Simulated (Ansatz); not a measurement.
```
AlN
1.0
    3.06016     0.00000     0.00000
    1.53008     2.65018     0.00000
    0.00000     0.00000     5.07738
Al N
2 2
Direct
  0.66667   0.66667   0.00036
  0.33333   0.33333   0.50036
  0.66667   0.66667   0.62484
  0.33333   0.33333   0.12484
```

No spin polarisation.

Calculations: PBE (Ansatz, a first-principles code, PAW, spin-orbit coupling left out). Settings: 12×12×7 k-points, 0.05 eV Fermi–Dirac smearing.

**Question.** Predict the gap character, valence-band top at Γ, electron mass and space group.

**Answer.** The gap character comes out as direct at Γ. The valence-band top at Γ (three highest levels, from the VBM) comes out as 0.00, 0.00, -0.10 eV, the electron mass is 0.28 mₑ out of plane, 0.32 mₑ in plane (at Γ) and the space group is P6_3mc (No. 186).

The cells carry an imposed strain or load. Masses are band curvatures over ±0.01 Å⁻¹ around the edge. Stability against distortions was not tested. The cell was made from AlN in the wurtzite structure (space group P6_3mc, No. 186) by this change: biaxial strain −2.24 %, plane normal [001], relaxed out of plane.
